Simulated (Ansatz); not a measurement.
Reference: Mo (Im-3m), PBEsol with spin-orbit coupling, rigid bands (plane waves, PAW; Ansatz, a program for electronic structure); geometry: cell and atoms relaxed with PBEsol.

```yaml
crystal:
  lattice:
    - [-1.56455, 1.56455, 1.56455]
    - [1.56455, -1.56455, 1.56455]
    - [1.56455, 1.56455, -1.56455]
  atoms:
    - { symbol: Mo, position: [0.00000, 0.00000, 0.00000] }
```

The density of states at the Fermi level per atom comes out as 0.58 states/eV, the drude plasma energy is 8.7 eV and the root-mean-square Fermi velocity comes out as 8.8 ×10⁵ m/s. The resistivity times mean free path is 6.0 ×10⁻¹⁶ Ω·m².

### Question
Swap Mo for W, keeping the structure type. How do these values move?

### Answer
W (Im-3m): volume per atom 15.3 to 15.7 Å³; density of states at the Fermi level per atom falls (0.58 states/eV to 0.38 states/eV); Drude plasma energy falls (8.7 eV to 7.0 eV); root-mean-square Fermi velocity stays about the same (8.8 ×10⁵ m/s to 8.8 ×10⁵ m/s); resistivity times mean free path rises (6.0 ×10⁻¹⁶ Ω·m² to 9.5 ×10⁻¹⁶ Ω·m²).

### Question
Replace Mo by Nb on the same sites and relax. What happens?

### Answer
Nb (Im-3m): volume per atom 15.3 to 17.5 Å³; density of states at the Fermi level per atom rises (0.58 states/eV to 1.43 states/eV); Drude plasma energy rises (8.7 eV to 9.4 eV); root-mean-square Fermi velocity falls (8.8 ×10⁵ m/s to 6.4 ×10⁵ m/s); resistivity times mean free path falls (6.0 ×10⁻¹⁶ Ω·m² to 3.8 ×10⁻¹⁶ Ω·m²).

Moves up to 6 % count as about the same. Metals at this level; values at 300 K, both spins, means over directions. As a rough test of the mesh, the Fermi surface's area from every second k point differs by up to 4 %. The product of resistivity and mean free path takes one path for all states.
